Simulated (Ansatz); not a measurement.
Take ZrB2 (space group P6/mmm, No. 191; relaxed with 0.1 eV smearing) as the base.

```
ZrB2
1.0
    3.15522     0.00000     0.00000
   -1.57761     2.73250     0.00000
    0.00000     0.00000     3.50621
Zr B
1 2
Direct
  0.00000   0.00000   0.00000
  0.66667   0.33333   0.50000
  0.33333   0.66667   0.50000
```

Cartesian axes are those of the cell as printed.

The values are results of Ansatz (an electronic-structure program), PBEsol, PAW, cutoff 420 eV, no spin-orbit coupling, not measurements.

Base values:

The shortest interatomic distance comes out as 1.822 Å and the band gap comes out as zero.

Now apply this change: the cell is stretched by 1.50 % along z with no lateral relaxation; the atoms relax in the strained cell.

Problem. How does this affect the shortest interatomic distance, energy relative to the base, stress and band gap?

Solution. The shortest interatomic distance stays 1.822 Å; the energy increases by 3.1 meV/atom; the stress (xx, yy, zz, yz, xz, xy; compression positive) amounts to (-1.8, -1.8, -6.5, 0.0, 0.0, 0.0) GPa; the band gap remains zero.

Stability against distortions was not tested. All final runs are without spin polarisation.
